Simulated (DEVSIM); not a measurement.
**abrupt In0.53Ga0.47As p-n junction**

Device: abrupt In0.53Ga0.47As p-n junction, at 300 K.

```
layer (left to right)        material  thickness (μm)  Nd (cm⁻³)  Na (cm⁻³)  τn (s)  τp (s)
---------------------  --------------  --------------  ---------  ---------  ------  ------
1                      In0.53Ga0.47As            9.80          -     1.3e17  4.7e-8  4.7e-8
2                      In0.53Ga0.47As            7.40     2.1e14          -  4.7e-8  4.7e-8
```

Left contact: ohmic. Right contact: ohmic. Voltage is applied to the left contact. Recombination: SRH at mid-gap, Auger. Mobility is constant in doping.

Constants are typed, rounded textbook-type inputs, not results; the design itself was drawn at random and stands for no fabricated device. Values at 300 K.

```
parameter      In0.53Ga0.47As
-------------  --------------
gap (eV)                 0.74
affinity (eV)            4.51
permittivity             13.9
Nc (cm⁻³)              2.1e17
Nv (cm⁻³)              7.7e18
μn (cm²/Vs)             12000
μp (cm²/Vs)               300
Cn (cm⁶/s)              5e-29
Cp (cm⁶/s)              5e-29
```

Model (solved in DEVSIM): 1D drift-diffusion, Boltzmann statistics, complete ionisation; no tunnelling, impact ionisation, image-force lowering or self-heating.

```yaml
potential_step_across_the_device_at_zero_bias: 0.456 V
largest_field_in_the_device_at_zero_bias: 18000 V/cm
Dark forward voltage at 1 A/cm²: 0.325 V
Dark forward voltage at 100 A/cm²: 0.512 V
```

Dark forward current:

(V (V), J (A/cm²)): (0.05, 0.00014); (0.10, 0.00074); (0.15, 0.0038); (0.20, 0.021); (0.25, 0.11); (0.30, 0.52); (0.35, 2.0); (0.45, 22); (0.50, 76); (0.55, 230); (0.60, 560); (0.65, 1000); (0.70, 1600); (0.75, 2100)
